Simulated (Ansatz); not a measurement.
Results of G0W0@PBEsol+SOC in Ansatz (plane waves, hard PAW, contour deformation, complete-basis limit, spin–orbit shift from PBEsol) for AlGeCP (model structure, started from the AlSiCN type, R3m, No. 160, 4 atoms in the cell).

Run with largest k mesh 6×6×6 (not extrapolated in the mesh).

Cell (relaxed with PBEsol):

```cif
data_CAlGeP
_chemical_formula_sum 'Al1 P1 Ge1 C1'
_space_group_name_H-M_alt 'P 1'
_space_group_IT_number 1
_cell_length_a 6.29178
_cell_length_b 6.29178
_cell_length_c 6.29178
_cell_angle_alpha 32.218
_cell_angle_beta 32.218
_cell_angle_gamma 32.218
loop_
_space_group_symop_operation_xyz
  'x, y, z'
loop_
_atom_site_label
_atom_site_type_symbol
_atom_site_fract_x
_atom_site_fract_y
_atom_site_fract_z
_atom_site_occupancy
Al1 Al 0.98318 0.98318 0.98318 1
P1 P 0.12208 0.12208 0.12208 1
Ge1 Ge 0.51874 0.51874 0.51874 1
C1 C 0.62604 0.62604 0.62604 1
```

Give the computed band gap.


* **band gap**: 1.30 eV

Note: filled d or f shells below the valence bands can shift G0W0 gaps through exchange with them, which wasn't tested here; spin–orbit coupling enters as the shift of the gap found with a semilocal functional; the relaxation could raise the start's symmetry but not lower it, so the cell can be a saddle point.

Static lattice: no zero-point or thermal effects.

A model structure was made by putting elements into a prototype or built by hand; it is no filed structure, need not be a known phase, and can be a saddle point held by its symmetry.

Ansatz is a quantum-chemistry and plane-wave program.
